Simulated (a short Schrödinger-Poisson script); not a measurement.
## Symmetric double-gate stack, Si3N4 on p-type Si(100)

System: symmetric double-gate stack, Si3N4 on p-type Si(100), at 400 K.

| layer | material | thickness (nm) | Na (cm⁻³) |
|---|---|---|---|
| 1 | Si3N4 | 1.5 | - |
| 2 | Si | 4 | 6e17 |
| 3 | Si3N4 | 1.5 | - |

The device is made up for the run: typed textbook-type constants, with dimensions and the other settings drawn at random. Si3N4: permittivity 7.5, conduction-band edge (eV) 1.95, gap (eV) 5.1, electron mass (mₑ) 0.5. Si: permittivity 11.7, conduction-band edge (eV) 0, gap (eV) 1.124, Nv at 300 K (cm⁻³) 3.1e19.

Channel valleys (confinement mass, in-plane density-of-states mass, number): Δ2 0.916, 0.19, 2; Δ4 0.19, 0.417, 4. At the gates, both at one voltage, the conduction-band edge of layer 1 lies 1.96 eV − eVg above the Fermi level of the channel. Gaps are held at their typed values at every temperature. Mesh 0.03 nm at interfaces.

Solved with a short Schrödinger-Poisson script written for these runs: 1D Poisson equation in equilibrium, electrons quantum, Hartree (BenDaniel-Duke, 12 states a valley, the channel's in-plane mass for all, wave functions free to enter the dielectric), parabolic valleys, classical holes, full ionisation, no traps, pinning or gate leakage.

```
Vg (V)  electrons (cm⁻²)  C (μF/cm²)  Δ2 E0 (meV)  Δ2 E1 (meV)  Δ4 E0 (meV)  Δ4 E1 (meV)
------  ----------------  ----------  -----------  -----------  -----------  -----------
-0.3              5.93e8     < 0.003        339.0        407.9        394.3        633.9
-0.2             1.07e10      0.0500        239.3        308.1        294.6        534.2
-0.1             1.72e11       0.712        143.6        212.1        198.7        437.9
0                1.30e12        3.02         73.2        139.6        127.7        364.3
0.1              3.71e12        4.50         36.0         98.1         89.3        320.3
0.2              6.75e12        5.17         14.2         71.2         66.2        290.5
0.3              1.01e13        5.54         -0.9         51.1         50.0        267.5
0.4              1.36e13        5.79        -12.5         34.6         37.5        248.2
0.5              1.73e13        5.98        -22.0         20.5         27.4        231.4
0.6              2.11e13        6.13        -30.3          7.9         18.7        216.4
0.7              2.50e13        6.25        -37.7         -3.4         11.2        202.7
```

Subbands count from the Fermi level. The capacitance is that of both gates.
